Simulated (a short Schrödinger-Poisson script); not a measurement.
Structure: gated Al0.4Ga0.6As/GaAs δ-doped gas, at 77 K.

```
layer      material  thickness (nm)  Na (cm⁻³)
-----  ------------  --------------  ---------
1      Al0.4Ga0.6As              20          -
2      Al0.4Ga0.6As              20          -
3              GaAs            6000       6e14
```

Constants are typed, rounded textbook-type inputs, not results; the design itself was drawn at random and stands for no fabricated device. Al0.4Ga0.6As: permittivity 11.76, conduction-band edge (eV) 0.316, gap (eV) 1.923, electron mass (mₑ) 0.1002, Nv at 300 K (cm⁻³) 9e18. GaAs: permittivity 12.9, conduction-band edge (eV) 0, gap (eV) 1.424, Nv at 300 K (cm⁻³) 9e18.

Channel valleys (confinement mass, in-plane density-of-states mass, number): Γ 0.067, 0.067, 1. At the gate the conduction-band edge of layer 1 lies 1.07 eV − eVg above the Fermi level of the channel; the field vanishes at the back. Sheet of ionised δ-doping: +2e12 e/cm² at 20 nm from the gate. The barrier under the gate holds no holes. Gaps are held at their typed values at every temperature. Mesh 0.08 nm at interfaces.

Solved with a short Schrödinger-Poisson script written for these runs: 1D Poisson equation in equilibrium, electrons quantum, Hartree (BenDaniel-Duke, 40 states a valley, the channel's in-plane mass for all, wave functions free to enter the barrier), parabolic valleys, classical holes, full ionisation, no traps, pinning or gate leakage.

List the lowest subbands of each valley and their electrons at Vg = 0.5 V.


```tsv
valley	subband	energy from the Fermi level (meV)	electrons (cm⁻²)	share (%)
Γ	0	-11.7	3.56e11	94.2
Γ	1	14.4	1.99e10	5.3
Γ	2	31.6	1.58e9	0.4
```

All electrons: 3.78e11 cm⁻².
